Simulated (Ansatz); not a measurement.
SiC (P6_3mc), r2SCAN with spin-orbit coupling, rigid bands run with Ansatz (a first-principles code): N_c = 1.10e19 cm⁻³ at 300 K and an electron conductivity mass of 0.434 mₑ along x (a = (3.08, 0.00, 0.00) Å; b = (-1.54, 2.66, 0.00) Å; c = (0.00, 0.00, 5.05) Å).

Question: For 1e16 electrons per cm³ at 300 K, place the Fermi level, estimate the Seebeck coefficient of a parabolic band with constant τ, and give mobility and conductivity for τ = 50 fs.

Answer: The level lies k_BT ln(N_c/n) = 0.181 eV below the conduction-band minimum. S ≈ −(k_B/e)[ln(N_c/n) + 5/2] = -819 μV/K, against -819 μV/K from the full bands (mean over directions). μ = eτ/m = 203 cm²/(V·s) and σ = neμ = 0.325 S/cm. τ is assumed, not computed.

Band transport and this doping are assumed; polarons and phonon drag are left out. Geometry: cell and atoms relaxed with PBEsol.
